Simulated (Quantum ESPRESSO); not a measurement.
A self-consistent single point of LaPt5 (P6/mmm, 6 atoms in the cell) with Quantum ESPRESSO.

Method: LDA (PZ), GBRV 1.5 ultrasoft (LDA) pseudopotentials (plane waves; Quantum ESPRESSO).

The change in words: lattice scaled by 0.98. Reference geometry:
```yaml
crystal:
  lattice:
    - [5.42855, 0.00000, 0.00000]
    - [-2.71428, 4.70126, 0.00000]
    - [0.00000, 0.00000, 4.39333]
  atoms:
    - { symbol: La, position: [0.00000, 0.00000, 0.00000] }
    - { symbol: Pt, position: [0.33333, 0.66667, 0.00000] }
    - { symbol: Pt, position: [0.66667, 0.33333, 0.00000] }
    - { symbol: Pt, position: [0.50000, 0.00000, 0.50000] }
    - { symbol: Pt, position: [0.50000, 0.50000, 0.50000] }
    - { symbol: Pt, position: [0.00000, 0.50000, 0.50000] }
```

Reference input (self-consistent single point, DFT, LDA (PZ), plane waves, GBRV 1.5 ultrasoft (LDA) pseudopotentials): ecutwfc = 40 Ry; ecutrho = 320 Ry; occupations = smearing; smearing = gaussian; degauss = 0.0073499 Ry; potentials = {La: la_lda_v1.uspp.F.UPF, Pt: pt_lda_v1.4.uspp.F.UPF}; K_POINTS = automatic 6 6 7 0 0 0; conv_thr = 1e-10 Ry. This run's input differs from it in these lines:

```diff
@@ -34,5 +34,5 @@
 CELL_PARAMETERS angstrom
-   5.42854988     0.00000000     0.00000000
-  -2.71427494     4.70126210     0.00000000
-   0.00000000     0.00000000     4.39333000
+   5.31997902     0.00000000     0.00000000
+  -2.65998951     4.60723698     0.00000000
+   0.00000000     0.00000000     4.30546300
```

The program printed (abridged):

```
     Self-consistent Calculation

     iteration #  1     ecut=    40.00 Ry     beta= 0.70

     negative rho (up, down):  8.064E-01 0.000E+00

     total energy              =   -1094.55010851 Ry
     estimated scf accuracy    <      73.93479800 Ry

     iteration #  2     ecut=    40.00 Ry     beta= 0.70

     negative rho (up, down):  8.565E-01 0.000E+00

     total energy              =   -1162.95517501 Ry
     estimated scf accuracy    <     145.67954356 Ry

     iteration #  3     ecut=    40.00 Ry     beta= 0.70

     negative rho (up, down):  8.628E-01 0.000E+00

     total energy              =   -1158.71965294 Ry
     estimated scf accuracy    <      37.48717226 Ry

   [... 17 blocks of this kind left out ...]

     iteration # 21     ecut=    40.00 Ry     beta= 0.70

     negative rho (up, down):  9.282E-01 0.000E+00

     total energy              =   -1156.55422449 Ry
     estimated scf accuracy    <          4.4E-10 Ry

     iteration # 22     ecut=    40.00 Ry     beta= 0.70

     negative rho (up, down):  9.282E-01 0.000E+00
     End of self-consistent calculation

     the Fermi energy is    19.8492 ev

!    total energy              =   -1156.55422449 Ry
     estimated scf accuracy    <          8.2E-12 Ry
     smearing contrib. (-TS)   =      -0.00157244 Ry
     internal energy E=F+TS    =   -1156.55265206 Ry

     convergence has been achieved in  22 iterations

     negative rho (up, down):  9.282E-01 0.000E+00

     Forces acting on atoms (cartesian axes, Ry/au):

     atom    1 type  1   force =     0.00000000    0.00000000   -0.00000000
   [... zero for the other atoms too ...]

     Total force =     0.000000     Total SCF correction =     0.000000

     negative rho (up, down):  9.282E-01 0.000E+00
          total   stress  (Ry/bohr**3)                   (kbar)     P=       35.11
   0.00023187   0.00000000  -0.00000000           34.11        0.00       -0.00
   0.00000000   0.00023187   0.00000000            0.00       34.11        0.00
   0.00000000  -0.00000000   0.00025225            0.00       -0.00       37.11

   JOB DONE.
```

The run converged in 22 iterations. Against the reference run the free energy goes down by 16.5 meV/atom and the pressure goes from -9.01 to 3.51 GPa.

The starting cell comes from a database of computed structures (which also holds hypothetical and non-ambient phases and stackings), without a prior relaxation at this level. For this run, on top of that: lattice scaled by 0.98. Spin polarisation is off. With a pressure of about 4 GPa the cell is away from its equilibrium volume at this level.

Cost on one core of a shared machine: roughly 5 min.
